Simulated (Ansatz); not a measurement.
Hypothetical diamond Bi: pressure series

Consider Bi in the diamond structure (space group Fd-3m, No. 227; a = 7.165 Å; a hypothetical phase, not in the database extracts checked).

Cell and atoms are relaxed at each pressure.

Method: Kohn–Sham DFT with the PBEsol functional, run in Ansatz (an electronic-structure program) with PAW and 420 eV plane waves, no spin-orbit coupling.

```tsv
pressure (GPa)	volume per atom (Å³/atom)
-2	49.448
0	45.972
0.3	45.554
0.7	45.027
1.5	44.070
3	42.497
5	40.790
7.5	?
10	37.627
```

Problem. Fit the third-order Birch–Murnaghan form P(V) = (3B₀/2)[(V₀/V)^(7/3) − (V₀/V)^(5/3)]·[1 + (3/4)(B₀′ − 4)((V₀/V)^(2/3) − 1)] (squares taken in P) to the rows shown and predict the withheld row.

Solution. Least squares on the printed values gives V₀ = 45.974 Å³/atom, B₀ = 32.2 GPa, B₀′ = 4.4; this predicts 39.055 Å³/atom, and the run gives 39.048 Å³/atom, 0.007 lower.

Load acts through the strain it causes; cell and atoms are relaxed under it. Whether these cells are dynamically stable was not tested. Competing high-pressure phases were not computed.
